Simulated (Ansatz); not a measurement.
# Migration barriers: Pd-vacancy pair in fcc Al, neutral cell

Consider Pd-vacancy pair (Pd on one host Al site, one Al site vacant) in fcc Al, neutral cell. Level of theory: PBE, PAW (plane waves to 420 eV; Ansatz, a program for electronic structure).

32-site cell at the relaxed PBE lattice, a 3×3×3 k-point mesh shifted by half a step, smearing 0.10 eV, spin-restricted, no finite-size correction. Static, classical nuclei. Forms of the defect that were not tried may lie lower.

Barriers: single points on a 5×5×5 k-point mesh shifted by half a step at the bands' geometries.

| Route | Start site over the lowest site run (eV) | Hop (Å) | Forward barrier (eV) | Backward barrier (eV) | Neighbours at the start | Neighbours at the saddle | Saddle order | Forward, on the band's own sampling (eV) |
|---|---|---|---|---|---|---|---|---|
| the Pd atom itself jumps into the vacancy (Pd-vacancy distance between ideal sites 2.86 Å throughout) | 0.00 | 3.07 | 0.82 | 0.82 | Al at 2.76, 4 Al at 2.79, 6 Al at 2.83 Å | 2 Al at 2.48, 2 Al at 2.64, 2 Al at 2.70 Å | first order | 0.77 |

Paths come from nudged elastic bands with a climbing image.
